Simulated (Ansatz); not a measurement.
# A computed series for BaTiO3: point defects

Base system: a 20-atom supercell of BaTiO3 (space group P4mm, No. 99; a = 3.985 Å, c = 4.201 Å) at its relaxed geometry.

One neutral defect a cell, atoms relaxed at fixed cell.

Computed with plane-wave PAW DFT at the PBE level (Ansatz, a quantum-chemistry and plane-wave program, 420 eV), without spin-orbit coupling.

```tsv
change	gap of the supercell	total moment of the cell	pressure	largest displacement of a host atom from its site in the perfect cell
perfect supercell	1.84 eV	–	0.0 GPa	–
Y on a Ba site, symmetric start	zero	0.1 μB	-2.2 GPa	0.36 Å
Ba vacancy	zero	?	?	0.06 Å
Ti vacancy, symmetric start	zero	4.0 μB	3.3 GPa	0.34 Å
Sc on a Ti site, symmetric start	zero	0.0 μB	3.4 GPa	0.17 Å
Ba on a Ti site (antisite)	2.81 eV	0.0 μB	14.6 GPa	?
```

**Question.** Some entries are withheld; estimate them.

**Answer.** 
- Ba vacancy, total moment of the cell: 2.0 μB
- Ba vacancy, pressure: -1.6 GPa
- Ba on a Ti site (antisite), largest displacement of a host atom from its site in the perfect cell: 1.62 Å

The magnetic state is the one reached from the starting moments; the real material's order can differ, and small cells can't hold many antiferromagnetic ones. In so small a cell the defect repeats every few ångströms: this is an ordered compound, not a dilute defect. The mesh was chosen for an insulator and is coarse for the gapless case. Defects with a symmetric start kept the site's symmetry and may sit on a saddle; the others started slightly shaken. Seeded moments were not kept for Y on a Ba site, Sc on a Ti site and Ba on a Ti site (antisite). No Hubbard U is applied, and correlation can decide whether such a compound is a metal. Spin-polarised in the final run: Y on a Ba site, Ba vacancy, Ti vacancy, Sc on a Ti site and Ba on a Ti site (antisite); the other runs are not.
